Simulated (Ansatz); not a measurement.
An Ansatz (an electronic-structure program) run: Zr with a change (uniaxial strain ε_xx = −0.83 %); Ansatz r2SCAN, without spin-orbit coupling, earlier PAW set.

Input:

Ansatz 0.2 input:
```yaml
crystal:
  lattice:
    - [3.2174275921, 0, 0]
    - [-1.6087137961, 2.8096944939, 0]
    - [0, 0, 5.1583810288]
  atoms:
    - { symbol: Zr, position: [0.3333333333, 0.6666666667, 0.75] }
    - { symbol: Zr, position: [0.6666666667, 0.3333333333, 0.25] }
basis: { ecutwfc: 500, ecutrho_ratio: 4, xc_grid: 4, fft_grid_basis: typed }
kpoints: { mp_grid: { grid: [20, 20, 11] } }
hamiltonian:
  xc: r2scan
  dispersion: none
  pseudopotentials: { azcp: { folder: ./paw }, kind: paw }
scf: { occupations: { method: fermi_dirac, width: 0.1 }, convergence: { dr2_threshold: 0.0000000002 } }
relax: { f_tol: 0.005, max_steps: 50 }
output: { forces: true, stress: true }
checkpoint: { write: state.ck, write_every: 1000 }
```

Output (explanatory and most iteration lines left out):

```
Relaxation: its limit of steps is 50 (relax.max_steps)
Pseudopotential: Zr, paw, valence charge 12
Crystal: 2 atoms, lattice volume = 46.632 Å³
Basis set: ecut = 500 eV, 1169 PW (Γ), exchange–correlation on 96×96×160 points (64 copies of the dense FFT grid, shifted against one another)
Bands: 16, of which v1, the nominal top of the filled ones, is band 12 counted from 1 (11 counted from 0)
Symmetry: 8 space group operations
Space group: Cmcm (ITA 63), of the structure as read, at distance tolerance 3.6e-5 Å
k-points: 666 of 4400
Functional: x = r2scan, c = r2scan; τ floored in thin density (d = 2e-4 eV/Å³)
SCF iter   1: F=—  HF=-8390.169574 eV  |F-HF|=—  |Δ(HF+E_count)|=         —  Δρ=3.23e-2  dr2=6.10e-1  dr2_τ=1.47e-2  ethr=2.54e-3  ⟨swp⟩=1.0  Hψ=61563  notcnv=0
SCF iter   2: F=—  HF=-8390.164943 eV  |F-HF|=—  |Δ(HF+E_count)|=   4.63e-3  Δρ=2.02e-2  dr2=2.28e-1  dr2_τ=6.67e-3  ethr=2.54e-3  ⟨swp⟩=3.0  Hψ=18990  notcnv=0
SCF 1 converged in 9 iterations: F = -8390.129417 eV  dr2 = 6.69e-12
relax step   1: F+E_penalty+E_count = -8390.12941678 eV  Δ(F+E_penalty+E_count) = +0.000e0 eV  max|allowed force component| = 1.927e-2 eV/Å  Δτ_max = 0.0000 Å  (9 SCF iters, accepted)
Crystal: 2 atoms, lattice volume = 46.632 Å³
SCF iter   1: F=—  HF=-8390.123959 eV  |F-HF|=—  |Δ(HF+E_count)|=         —  Δρ=5.63e-4  dr2=5.04e-5  dr2_τ=7.88e-3  ethr=1.74e-7  ⟨swp⟩=3.2  Hψ=48023  notcnv=0
SCF iter   2: F=—  HF=-8390.129558 eV  |F-HF|=—  |Δ(HF+E_count)|=   5.60e-3  Δρ=4.25e-4  dr2=4.96e-5  dr2_τ=2.30e-6  ethr=1.74e-7  ⟨swp⟩=2.7  Hψ=20656  notcnv=0
SCF 2 converged in 8 iterations: F = -8390.129587 eV  dr2 = 4.07e-12
relax step   2: F+E_penalty+E_count = -8390.12958720 eV  Δ(F+E_penalty+E_count) = -1.704e-4 eV  max|allowed force component| = 8.397e-4 eV/Å  Δτ_max = 0.0092 Å  (8 SCF iters, accepted)
Crystal: 2 atoms, lattice volume = 46.632 Å³
SCF iter   1: F=—  HF=-8390.129587 eV  |F-HF|=—  |Δ(HF+E_count)|=         —  Δρ=1.22e-7  dr2=4.08e-12  dr2_τ=4.75e-13  ethr=1.00e-12  ⟨swp⟩=1.0  Hψ=61706  notcnv=0
SCF iter   2: F=-8390.129587 eV  HF=-8390.129587 eV  |F-HF|=5.46e-12  |Δ(HF+E_count)|=  7.28e-12  Δρ=7.92e-8  dr2=2.00e-12  dr2_τ=2.36e-13  ethr=1.00e-12  ⟨swp⟩=3.0  Hψ=29207  notcnv=0
SCF 3 converged in 2 iterations: F = -8390.129587 eV  dr2 = 2.00e-12
SCF converged after 2 iterations
Free energy (F): -8390.129587 eV
Internal energy: -8390.070413 eV  (E = F + TS)
E sigma→0 (E₀):  -8390.100000 eV
Entropy (-TS):   -0.059174 eV (-29.587 meV/atom)
Fermi energy:    13.973212 eV
--- Forces (eV/Å), atoms counted from 1 ---
  atom   1  Zr     0.00000000    -0.00083920     0.00000000
  atom   2  Zr    -0.00000000     0.00083920     0.00000000
--- Stress (GPa, compression-positive) ---
        1.234592       0.000000       0.000000
        0.000000       0.598827       0.000000
        0.000000       0.000000       0.525584
  P = ⅓ Tr σ = 0.7863 GPa (7.863 kbar)
--- Relaxed structure (2 steps of the walk, 2 accepted, 0 SCFs on fresh bases) ---
  atoms:
    - { symbol: Zr, position: [0.33497648613316217, 0.6699529722663246, 0.75] }
    - { symbol: Zr, position: [0.6650235138668377, 0.33004702773367556, 0.25] }
```

No phonon test of stability was made. The final runs are not spin-polarised. The cell was made from Zr in the hcp (Mg type) structure (space group P6_3/mmc, No. 194) by this change: uniaxial strain ε_xx = −0.83 %.
